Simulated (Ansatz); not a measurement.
Functionals compared on the (310) surface of fcc Pt in its 1x1 cell, outermost plane spacing 0.63 Å in the ideal cut, in Ansatz (plane waves, PAW). The structure was relaxed with PBE; the other rows are single points on it, each with its references at the same level. Cutoff 420 eV (500 eV for r2SCAN).

Slab: 17 atoms, 10.0 Å thick at the start (thin: gaps and levels are the slab's own); k 10x6x1, smearing 0.1 eV, dipole-corrected; all atoms relaxed; symmetry of the start imposed; no spin, no spin-orbit, no U. These notes are the PBE run's.

| functional | surface energy (J/m²) | work function of the top face (eV) | rough cost of the single point |
|---|---|---|---|
| PBE | 1.91 | 5.44 | – |
| LDA | 2.55 | 5.82 | about 5 core-minutes (a rough figure) |
| PBEsol | 2.36 | 5.56 | around 5 core-minutes (rough) |
| RPBE | 1.64 | 5.28 | very roughly 4 core-minutes |
| r2SCAN | … | … | very roughly 8 core-minutes |

### Question
Complete the blanks.

### Answer

- r2SCAN, surface energy (J/m²): 2.13
- r2SCAN, work function of the top face (eV): 5.50

Ansatz is a program for electronic structure.
